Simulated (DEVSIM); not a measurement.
Device: Si p-i-n diode, at 300 K.

```
layer (left to right)  material  thickness (μm)  Nd (cm⁻³)  Na (cm⁻³)   τn (s)   τp (s)
---------------------  --------  --------------  ---------  ---------  -------  -------
1                            Si           0.980          -     2.2e18  0.00024  0.00024
2                            Si            1.60     1.8e12          -  0.00024  0.00024
3                            Si           0.230     8.7e18          -  0.00024  0.00024
```

Left contact: ohmic. Right contact: ohmic. Voltage is applied to the left contact. Recombination: SRH at mid-gap, radiative, Auger. Mobility is μmin + (μ − μmin)/(1 + (N/Nref)^α).

Constants are typed, rounded textbook-type inputs, not results; the design itself was drawn at random and stands for no fabricated device. Values at 300 K.

```csv
parameter,Si
gap (eV),1.124
affinity (eV),4.05
permittivity,11.7
Nc (cm⁻³),2.86e19
Nv (cm⁻³),3.1e19
μn (cm²/Vs),1417
μp (cm²/Vs),470
"μn,min",52
"μp,min",45
"Nref,n",9.7e16
"Nref,p",2.2e17
αn,0.68
αp,0.72
B (cm³/s),4.7e-15
Cn (cm⁶/s),2.8e-31
Cp (cm⁶/s),9.9e-32
```

Simulated with DEVSIM: 1D drift-diffusion, Boltzmann statistics, complete ionisation; no tunnelling, impact ionisation, image-force lowering or self-heating.

Problem. Tabulate band edges, carrier densities and field at -10.0 V on the left contact.

Solution. Energies count from the Fermi level of the right contact; mesh points crowd at the junctions.

```
x (μm)   Ec (eV)  Ev (eV)  n (cm⁻³)  p (cm⁻³)  field (V/cm)
-------  -------  -------  --------  --------  ------------
0.000     11.056    9.932     < 1e2    2.2e18           ≈ 0
0.02755   11.056    9.932     < 1e2    2.2e18           ≈ 0
0.08510   11.056    9.932     < 1e2    2.2e18           ≈ 0
0.1966    11.056    9.932     < 1e2    2.2e18           ≈ 0
0.5466    11.056    9.932     < 1e2    2.2e18           ≈ 0
0.7857    11.056    9.932     < 1e2    2.2e18           ≈ 0
0.9002    11.056    9.932     < 1e2    2.2e18           ≈ 0
0.9654    11.055    9.931     < 1e2    2.2e18          -900
0.9879    10.957    9.833     < 1e2    4.9e16        -71000
1.024     10.706    9.582     < 1e2    2.9e12        -68000
1.097     10.214    9.090     < 1e2     16000        -68000
1.335      8.584    7.460     < 1e2     < 1e2        -68000
1.761      5.675    4.551     < 1e2     < 1e2        -68000
2.200      2.678    1.554     < 1e2     < 1e2        -68000
2.454      0.943   -0.181      4200     < 1e2        -68000
2.534      0.400   -0.724    5.5e12     < 1e2        -68000
2.571      0.142   -0.982    1.2e17     < 1e2        -75000
2.592      0.031   -1.093    8.7e18     < 1e2           -59
2.644      0.031   -1.093    8.7e18     < 1e2           ≈ 0
2.717      0.031   -1.093    8.7e18     < 1e2           ≈ 0
2.773      0.031   -1.093    8.7e18     < 1e2           ≈ 0
2.810      0.031   -1.093    8.7e18     < 1e2           ≈ 0
```
